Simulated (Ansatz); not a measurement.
Structures of equal composition on the (111) surface of fcc Al: a pseudomorphic layer of Mg in the host's stacking; a pseudomorphic layer of Mg in the other hollow. The slabs share one bottom face, and each structure is named by its start. These are constructed structures in small cells; real faces may alloy, dewet or reconstruct in larger ones, and not all known structures of the face are among them. Slabs of about 12 Å, Fermi-Dirac smearing of 0.1 eV. Bottom of the slabs: a bare face, its two planes held. Relaxed from the named starts with such symmetry as they have, on meshes of like density; energies extrapolated to zero smearing; spin only where a row says so; no spin-orbit coupling, no U. Brackets mark spin-polarised runs, whose order is one that fits the cell.

Method: PBE (plane waves to 420 eV, PAW; Ansatz, a program for electronic structure).

Q: Rank these by energy per 1x1 cell (lowest first), as PBE gives it.

A: a pseudomorphic layer of Mg in the host's stacking (0.000 eV), a pseudomorphic layer of Mg in the other hollow (0.033 eV)
